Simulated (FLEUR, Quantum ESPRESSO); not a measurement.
A Quantum ESPRESSO input for a self-consistent single point of SrGe2Ru2 (I4/mmm, 5 atoms in the cell) (DFT, LDA (PZ), plane waves, GBRV 1.5 ultrasoft (LDA) pseudopotentials):

```fortran
&control
    calculation = 'scf'
    outdir = './out'
    pseudo_dir = './'
    tprnfor = .true.
    tstress = .true.
/
&system
    ibrav = 7
    celldm(1) = 8.13494215
    celldm(3) = 2.3912571611
    nat = 5
    ntyp = 3
    ecutwfc = 50
    ecutrho = 400
    occupations = 'smearing'
    smearing = 'gaussian'
    degauss = 0.0036749
/
&electrons
    conv_thr = 1.0e-11
    mixing_beta = 0.3
/
ATOMIC_SPECIES
Sr    87.6200  sr_lda_v1.uspp.F.UPF
Ge    72.6300  ge_lda_v1.4.uspp.F.UPF
Ru   101.0700  ru_lda_v1.2.uspp.F.UPF
ATOMIC_POSITIONS crystal
Sr    0.00000000    0.00000000    0.00000000
Ge    0.00000000    0.64218000    0.64218000
Ge    0.00000000    0.35782000    0.35782000
Ru   -0.50000000    0.25000000    0.75000000
Ru   -0.50000000    0.75000000    0.25000000
K_POINTS automatic
6 6 6  0 0 0
```

Question: Translate this input to FLEUR.

Answer: This is the input that was run; spellings and numerical settings could be chosen otherwise.

Input of the input generator:

```
Sr(GeRu)2 crystal
&input film=f /
-0.3599519206 0.3599519206 0.8607376079
0.3599519206 -0.3599519206 0.8607376079
0.3599519206 0.3599519206 -0.8607376079
11.3000399327
1.0 1.0 1.0

5
38 0.0000000000 0.0000000000 0.0000000000
32 0.6421800000 0.6421800000 0.0000000000
32 0.3578200000 0.3578200000 0.0000000000
44 0.7500000000 0.2500000000 0.5000000000
44 0.2500000000 0.7500000000 0.5000000000

&comp jspins=1 /
&exco xctyp='pz' /
&kpt div1=6 div2=6 div3=6 gamma=t /
&end /
```

```xml
<?xml version="1.0" encoding="UTF-8" standalone="no"?>
<fleurInput fleurInputVersion="0.39">
   <comment>
      Sr(GeRu)2 crystal                                                                                   
   </comment>
   <calculationSetup>
      <cutoffs Kmax="3.8" Gmax="15.2" GmaxXC="15.2" numbands="0"/>
      <scfLoop itmax="60" minDistance="0.00001" maxIterBroyd="40" imix="Anderson" alpha="0.05" precondParam="0.0" spinf="2.0"/>
      <coreElectrons ctail="T" frcor="F" kcrel="0" coretail_lmax="0"/>
      <xcFunctional name="pz" relativisticCorrections="F"/>
      <magnetism jspins="1"/>
      <soc l_soc="F" theta="0.0" phi="0.0" spav="F"/>
      <expertModes spex="0" secvar="F"/>
      <geometryOptimization l_f="T" forcealpha="1.0" forcemix="BFGS" epsdisp="0.00001" epsforce="0.00001"/>
      <ldaU l_linMix="F" mixParam="0.05" spinf="1.0"/>
   </calculationSetup>
   <cell>
      <bzIntegration valenceElectrons="66.0" mode="gauss" fermiSmearingEnergy="0.00183747">
         <kPointListSelection listName="default-1"/>
         <!-- k-points included here -->
         <xi:include xmlns:xi="http://www.w3.org/2001/XInclude" href="kpts.xml"> </xi:include>
      </bzIntegration>
      <!-- symmetry operations included here -->
      <xi:include xmlns:xi="http://www.w3.org/2001/XInclude" href="sym.xml"> </xi:include>
      <bulkLattice scale="1.0">
         <bravaisMatrix>
            <row-1>   -4.0674710766320601     4.0674710766320601     9.7263693408466754</row-1>
            <row-2>    4.0674710766320601    -4.0674710766320601     9.7263693408466754</row-2>
            <row-3>    4.0674710766320601     4.0674710766320601    -9.7263693408466754</row-3>
         </bravaisMatrix>
      </bulkLattice>
   </cell>
   <atomSpecies>
      <species name="Strontium (Sr)" element="Sr" atomicNumber="38">
         <mtSphere radius="2.68" gridPoints="925" logIncrement="0.014"/>
         <atomicCutoffs lmax="10" lnonsphr="8"/>
         <electronConfig flipSpins="F">
            <coreConfig>(1s1/2) (2s1/2) (2p1/2) (2p3/2) (3s1/2) (3p1/2) (3p3/2) (3d3/2) (3d5/2)</coreConfig>
            <valenceConfig>(4s1/2) (4p1/2) (4p3/2) (5s1/2)</valenceConfig>
         </electronConfig>
         <energyParameters s="5" p="5" d="4" f="4"/>
         <lo type="SCLO" l="0" n="4" eDeriv="0"/>
         <lo type="SCLO" l="1" n="4" eDeriv="0"/>
      </species>
      <species name="Germanium (Ge)" element="Ge" atomicNumber="32">
         <mtSphere radius="2.14" gridPoints="737" logIncrement="0.017"/>
         <atomicCutoffs lmax="8" lnonsphr="6"/>
         <electronConfig flipSpins="F">
            <coreConfig>(1s1/2) (2s1/2) (2p1/2) (2p3/2) (3s1/2) (3p1/2) (3p3/2)</coreConfig>
            <valenceConfig>(4s1/2) (3d3/2) (3d5/2) (4p1/2) (4p3/2)</valenceConfig>
            <stateOccupation state="(4p1/2)" spinUp="0.3333333333333" spinDown="0.3333333333333"/>
            <stateOccupation state="(4p3/2)" spinUp="0.6666666666667" spinDown="0.6666666666667"/>
         </electronConfig>
         <energyParameters s="4" p="4" d="3" f="4"/>
         <lo type="HELO" l="2" n="4" eDeriv="0"/>
      </species>
      <species name="Ruthenium (Ru)" element="Ru" atomicNumber="44">
         <mtSphere radius="2.14" gridPoints="737" logIncrement="0.017"/>
         <atomicCutoffs lmax="8" lnonsphr="6"/>
         <electronConfig flipSpins="F">
            <coreConfig>(1s1/2) (2s1/2) (2p1/2) (2p3/2) (3s1/2) (3p1/2) (3p3/2) (4s1/2) (3d3/2) (3d5/2)</coreConfig>
            <valenceConfig>(4p1/2) (4p3/2) (5s1/2) (4d3/2) (4d5/2)</valenceConfig>
            <stateOccupation state="(5s1/2)" spinUp="0.5" spinDown="0.5"/>
            <stateOccupation state="(4d3/2)" spinUp="1.4" spinDown="1.4"/>
            <stateOccupation state="(4d5/2)" spinUp="2.1" spinDown="2.1"/>
         </electronConfig>
         <energyParameters s="5" p="5" d="4" f="4"/>
         <lo type="SCLO" l="1" n="4" eDeriv="0"/>
      </species>
   </atomSpecies>
   <atomGroups>
      <atomGroup species="Strontium (Sr)">
         <relPos label="                   1">.0000000000 .0000000000 .0000000000</relPos>
         <force calculate="T" relaxXYZ="TTT"/>
      </atomGroup>
      <atomGroup species="Germanium (Ge)">
         <relPos label="                   2">-.3578200000 -.3578200000 .0000000000</relPos>
         <relPos label="                   3">.3578200000 .3578200000 .0000000000</relPos>
         <force calculate="T" relaxXYZ="TTT"/>
      </atomGroup>
      <atomGroup species="Ruthenium (Ru)">
         <relPos label="                   4">-1.000/4.000 1.000/4.000 1.000/2.000</relPos>
         <relPos label="                   5">1.000/4.000 -1.000/4.000 1.000/2.000</relPos>
         <force calculate="T" relaxXYZ="TTT"/>
      </atomGroup>
   </atomGroups>
   <output dos="F" band="F" slice="F">
      <checks vchk="F" cdinf="F"/>
      <bandDOS minEnergy="-.5*Htr" maxEnergy="0.5*Htr" sigma="0.015" storeEVData="T"/>
      <vacuumDOS vacdos="F" integ="F" star="F" nstars="0" locx1="0.0" locy1="0.0" locx2="0.0" locy2="0.0" nstm="0" tworkf="0.0"/>
      <unfoldingBand unfoldBand="F" supercellX="1" supercellY="1" supercellZ="1"/>
      <plotting iplot="0" polar="F">
         <plot TwoD="T" vec1="  1.0  0.0  0.0" vec2="  0.0  1.0  0.0" vec3="  0.0  0.0  1.0" zero="  0.0  0.0  0.0" file="plot"/>
      </plotting>
      <chargeDensitySlicing numkpt="0" minEigenval="0.0" maxEigenval="0.0" nnne="0" pallst="F"/>
      <specialOutput eonly="F"/>
      <magneticCircularDichroism mcd="F" energyLo="-10.0" energyUp="0.0"/>
   </output>
  <!-- We include the file relax.xml here to enable relaxations (see documentation) -->
  <xi:include xmlns:xi="http://www.w3.org/2001/XInclude" href="relax.xml"> <xi:fallback/> </xi:include>
</fleurInput>
```

Basis settings and potentials, where a program has them, do not carry over. This input uses DFT, LDA (Perdew-Zunger), all-electron FLAPW (FLEUR), scalar-relativistic valence. LDA parametrisations can differ slightly between programs.

The starting cell comes from a database of computed structures (which also holds hypothetical and non-ambient phases and stackings), without a prior relaxation at this level. Its lattice was rescaled by a random factor within 2.5 % of one.
